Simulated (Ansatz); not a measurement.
```
AlP
1.0
    0.00000     2.73533     2.73533
    2.73533     0.00000     2.73533
    2.73533     2.73533     0.00000
Al P
1 1
Cartesian
  0.00000   0.00000   0.00000
  4.10300   4.10300   4.10300
```

Method: HSE06 with spin-orbit coupling, rigid bands (plane waves, PAW; Ansatz, an electronic-structure program). How the cell was made: cell and atoms relaxed with PBEsol.

Q: What conductivity effective mass do dilute electrons have at 300 K?

A: 0.33 mₑ.

Q: What conductivity effective mass do dilute holes have at 300 K?

A: 0.67 mₑ.

Q: And the band gap?

A: 2.26 eV at this level.

Rigid bands, one relaxation time for all states, no polarons. Geometry: cell and atoms relaxed with PBEsol.
